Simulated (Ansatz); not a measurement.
We look at the energy change from cell B to cell A (1 Li replaced by Al, in a slab cell with nine atoms a plane). Reaction: cell B + Al (fcc) → cell A + Li (bcc). Negative: the products are lower in energy.

Cell A: a slab of Mg (hcp, P6₃/mmc) cut along (0001), 54 atoms, hexagonal cell of 9.59 Å (79.6 Å²), symmetry P3m1 within 0.02 Å, 13.0 Å thick under 16 Å of vacuum, in-plane vectors held at the crystal's; planes from bottom to top: Mg9 × 5 | Mg8Al; added, foreign or displaced atoms, within the planes: Al bound to 9 Mg at 3.00–3.15 Å; spin state with PBE: run without spin, k-point mesh 5×5×1.
```
CELL_PARAMETERS angstrom
      9.58558     0.00000     0.00000
     -4.79279     8.30136     0.00000
      0.00000     0.00000    28.99161
ATOMIC_POSITIONS crystal
  Mg 0.11099 0.22234 0.27642
  Mg 0.22222 0.11111 0.36717
  Mg 0.11082 0.22252 0.45566
  Mg 0.22222 0.11111 0.54392
  Mg 0.11152 0.22181 0.63259
  Al 0.22222 0.11111 0.71436
  Mg 0.11193 0.55596 0.27671
  Mg 0.22219 0.44442 0.36736
  Mg 0.11117 0.55558 0.45589
  Mg 0.22231 0.44413 0.54495
  Mg 0.11101 0.55550 0.63376
  Mg 0.22213 0.43838 0.72303
  Mg 0.11099 0.88864 0.27642
  Mg 0.22219 0.77777 0.36736
  Mg 0.11082 0.88830 0.45566
  Mg 0.22231 0.77818 0.54495
  Mg 0.11152 0.88971 0.63259
  Mg 0.22213 0.78375 0.72303
  Mg 0.44469 0.22234 0.27642
  Mg 0.55556 0.11114 0.36736
  Mg 0.44503 0.22252 0.45566
  Mg 0.55515 0.11102 0.54495
  Mg 0.44363 0.22181 0.63259
  Mg 0.54959 0.11121 0.72303
  Mg 0.44388 0.55443 0.27668
  Mg 0.55556 0.44442 0.36736
  Mg 0.44435 0.55536 0.45583
  Mg 0.55515 0.44413 0.54495
  Mg 0.44492 0.55650 0.63333
  Mg 0.54959 0.43838 0.72303
  Mg 0.44388 0.88945 0.27668
  Mg 0.55556 0.77778 0.36710
  Mg 0.44435 0.88899 0.45583
  Mg 0.55556 0.77778 0.54447
  Mg 0.44492 0.88842 0.63333
  Mg 0.55556 0.77778 0.72379
  Mg 0.77737 0.22141 0.27671
  Mg 0.88891 0.11114 0.36736
  Mg 0.77775 0.22216 0.45589
  Mg 0.88920 0.11102 0.54495
  Mg 0.77783 0.22233 0.63376
  Mg 0.89495 0.11121 0.72303
  Mg 0.77737 0.55596 0.27671
  Mg 0.88889 0.44444 0.36711
  Mg 0.77775 0.55558 0.45589
  Mg 0.88889 0.44444 0.54488
  Mg 0.77783 0.55550 0.63376
  Mg 0.88889 0.44444 0.72455
  Mg 0.77890 0.88945 0.27668
  Mg 0.88891 0.77777 0.36736
  Mg 0.77797 0.88899 0.45583
  Mg 0.88920 0.77818 0.54495
  Mg 0.77683 0.88842 0.63333
  Mg 0.89495 0.78375 0.72303
```

Cell B: a slab of Mg (hcp, P6₃/mmc) cut along (0001), 54 atoms, hexagonal cell of 9.59 Å (79.6 Å²), symmetry P3m1 within 0.02 Å, 13.0 Å thick under 16 Å of vacuum, in-plane vectors held at the crystal's; planes from bottom to top: Mg9 × 5 | LiMg8; added, foreign or displaced atoms, within the planes: Li bound to 9 Mg at 3.14–3.19 Å; spin state with PBE: run without spin, k-point mesh 5×5×1.
```xyz
54
Lattice="9.5856 0.0000 0.0000 -4.7928 8.3014 0.0000 0.0000 0.0000 28.9916" Properties=species:S:1:pos:R:3 pbc="T T T"
Mg     0.0018     1.8437     7.9982
Mg     1.5976     0.9224    10.6313
Mg    -0.0014     1.8455    13.2087
Mg     1.5976     0.9224    15.8026
Mg     0.0037     1.8426    18.3841
Li     1.5976     0.9224    20.9266
Mg    -1.6000     4.6105     7.9940
Mg    -0.0004     3.6901    10.6296
Mg    -1.5972     4.6121    13.2040
Mg    -0.0013     3.6912    15.7879
Mg    -1.5923     4.6149    18.3589
Mg    -0.0038     3.6838    20.9919
Mg    -3.1952     7.3811     7.9982
Mg    -1.5973     6.4559    10.6296
Mg    -3.1952     7.3774    13.2087
Mg    -1.5967     6.4546    15.7879
Mg    -3.1952     7.3833    18.3841
Mg    -1.6044     6.4561    20.9919
Mg     3.1934     1.8437     7.9982
Mg     4.7935     0.9224    10.6296
Mg     3.1966     1.8455    13.2087
Mg     4.7950     0.9226    15.7879
Mg     3.1915     1.8426    18.3841
Mg     4.7898     0.9285    20.9919
Mg     1.5976     4.6154     7.9950
Mg     3.1956     3.6901    10.6296
Mg     1.5976     4.6114    13.2059
Mg     3.1965     3.6912    15.7879
Mg     1.5976     4.6122    18.3605
Mg     3.1990     3.6838    20.9919
Mg     0.0030     7.3772     7.9950
Mg     1.5976     6.4566    10.6327
Mg    -0.0004     7.3792    13.2059
Mg     1.5976     6.4566    15.7818
Mg     0.0003     7.3788    18.3605
Mg     1.5976     6.4566    21.0036
Mg     6.3904     1.8475     7.9940
Mg     7.9872     0.9224    10.6296
Mg     6.3904     1.8443    13.2040
Mg     7.9858     0.9226    15.7879
Mg     6.3904     1.8386    18.3589
Mg     7.9910     0.9285    20.9919
Mg     4.7952     4.6105     7.9940
Mg     6.3904     3.6895    10.6319
Mg     4.7924     4.6121    13.2040
Mg     6.3904     3.6895    15.7811
Mg     4.7875     4.6149    18.3589
Mg     6.3904     3.6895    20.9980
Mg     3.1921     7.3772     7.9950
Mg     4.7925     6.4559    10.6296
Mg     3.1956     7.3792    13.2059
Mg     4.7919     6.4546    15.7879
Mg     3.1949     7.3788    18.3605
Mg     4.7996     6.4561    20.9919
```

Reference: Li (bcc, Im-3m), 1 atom in the cell, k-point mesh 24×24×24 on the run's own vectors. Conventional cell: a = b = c = 3.4393 Å, α = β = γ = 90.00°.

Reference: Al (fcc, Fm-3m), 1 atom in the cell, k-point mesh 26×26×26 on the run's own vectors. Conventional cell: a = 4.0416 Å, b = 4.0416 Å, c = 4.0416 Å, α = 90.00°, β = 90.00°, γ = 90.00°.

All numbers come from Ansatz (a first-principles code), plane waves with PAW, its default PAW set, cutoff 420 eV, 500 eV for r2SCAN. The structures are at rest with PBE, within the held lattices; other levels are single points on them. Neutral cells; Fermi-Dirac smearing of at most 0.10 eV in the solids, energies taken to zero width. The lattices are those relaxed with PBE, so at other levels the solids can be strained, which adds to the spread. Larger cells are relaxed from a start prepared with the learned potential CHGNet, on a coarser mesh till forces fall under 0.03 eV/Å, which some starts already meet. A dispersion term (D3(BJ), or D4 for r2SCAN) was computed beside these levels and is taken off wherever the name lacks it. The PAW files were made for PBE and serve at the other functionals too. Space groups of crystals are read within 0.01 Å. Nuclei at rest; no vibrational terms. The structures are the rest points that the relaxations reached, not proven lowest. Values are for these cell sizes. Cell A has symmetry P3m1 within 0.02 Å and got no random move, so less symmetric positions, which may lie lower, weren't tried. Cell B has symmetry P3m1 within 0.02 Å and got no random move, so less symmetric positions, which may lie lower, weren't tried.

Q: Predict the value from PBE.

A: 0.34 eV, for cell B + Al (fcc) → cell A + Li (bcc).

Q: What do the other levels give, and how wide is the spread?

A: 
```tsv
Method	value (eV)	less PBE
r2SCAN	0.34	0.00
```

The levels shown span only 0.00 eV, too little to tell them apart.
